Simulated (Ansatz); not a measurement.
Base system: BeTe in the zinc blende structure (space group F-43m, No. 216).

```xyz
2
Lattice="0.0000 2.8022 2.8022 2.8022 0.0000 2.8022 2.8022 2.8022 0.0000" Properties=species:S:1:pos:R:3 pbc="T T T"
Te     4.2033     4.2033     4.2033
Be     0.0000     0.0000     0.0000
```

Level of theory: Ansatz (a program for electronic structure) PBEsol, no SOC.

Before the change:

| Property | Value |
|---|---|
| Hole mass | 0.20, 0.33, 0.33 mₑ (at Γ) |
| Band gap | 1.84 eV |
| Electron mass | 1.4 mₑ along k, 0.25 mₑ across (at X) |
| Smallest direct gap | 3.61 eV |
| Density | 5.15 g/cm³ |

One thing is altered: S takes the place of Te on all its sites; the structure is relaxed again.

### Question
Estimate the effect on the hole mass.

### Answer
The hole mass (degenerate bands, along [100]) goes from 0.20, 0.33, 0.33 mₑ (at Γ) to 0.33, 0.55, 0.55 mₑ (at Γ).

### Question
What does the calculation give for the band gap after the change?

### Answer
The band gap rises by 1.07 eV to 2.91 eV.

### Question
Predict the new electron mass.

### Answer
The electron mass changes from 1.4 mₑ along k, 0.25 mₑ across (at X) to 0.80 mₑ along k, 0.28 mₑ across (at X).

### Question
What happens to the smallest direct gap?

### Answer
The smallest direct gap goes up by 1.93 eV, from 3.61 eV to 5.54 eV.

### Question
Predict the new density.

### Answer
The density falls by 2.745 g/cm³, from 5.15 g/cm³ to 2.41 g/cm³.

Spin-orbit coupling, missing from the scalar runs, can matter with Te. Effective masses come from finite differences of ±0.01 Å⁻¹. Along k means along the line from Γ to the band edge. Stability against distortions was not tested.
